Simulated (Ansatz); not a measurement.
# Carrier properties of BP under load (space group F-43m)

Input:

```
CELL_PARAMETERS angstrom
      0.00000     2.25144     2.25144
      2.25144     0.00000     2.25144
      2.25144     2.25144     0.00000
ATOMIC_POSITIONS crystal
  B  0.00000 0.00000 0.00000
  P  0.25000 0.25000 0.25000
```

These are PBEsol with spin-orbit coupling, rigid bands (plane waves, PAW; Ansatz, an electronic-structure program) values and carry that method's errors. Condition of this run: hydrostatic pressure 2 GPa (the target of the relaxation). Cell: cell and atoms relaxed with PBEsol, then loaded as said.

```yaml
band_gap: 1.08 eV
electron conductivity mass (300 K, dilute): 0.33 mₑ
hole conductivity mass (300 K, dilute): 0.42 mₑ
effective density of states N_c (300 K): 4.2e19 cm⁻³
effective density of states N_v (300 K): 2.5e19 cm⁻³
density_of_states_mass_electrons: 1.40 mₑ
density_of_states_mass_holes: 1.01 mₑ
Seebeck coefficient, n-type 1e19 cm⁻³, 300 K: -337 μV/K
best n-type power factor at 300 K for τ = 10 fs (best axis; densities from 1e16 to 1e21 cm⁻³ tried, whether or not they can be reached): 19.7 μW/(cm·K²) at 1e20 cm⁻³
Seebeck coefficient, p-type 1e19 cm⁻³, 300 K: 327 μV/K
best p-type power factor at 300 K for τ = 10 fs (best axis; densities from 1e16 to 1e21 cm⁻³ tried, whether or not they can be reached): 15.0 μW/(cm·K²) at 1e20 cm⁻³
```

Rigid bands; masses and Seebeck coefficients take one relaxation time τ for all states and one kind of carrier; polarons and phonon drag are left out.
